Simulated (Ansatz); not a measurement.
Consider TiC in the rock salt structure (space group Fm-3m, No. 225; a = 4.328 Å; relaxed with 0.1 eV smearing). Axes: x, y, z lie along the cube axes.

Level of theory: Kohn–Sham DFT with the r2SCAN functional, run in Ansatz (a first-principles code) with PAW and 500 eV plane waves, scalar-relativistic without spin-orbit coupling.

For the base:

Volume per atom: 10.13 Å³

It is then changed as follows: compressive biaxial strain of 2.08 % in the plane normal to [111], as in epitaxy on a mismatched substrate; the out-of-plane cell vector and the atoms relax.

Question: What does the calculation give for the energy relative to the base and volume per atom after the change?

Answer: The energy rises by 17 meV/atom; the volume per atom falls by 0.31 Å³, from 10.13 Å³ to 9.82 Å³.

Stability against distortions was not tested. The final runs are not spin-polarised.
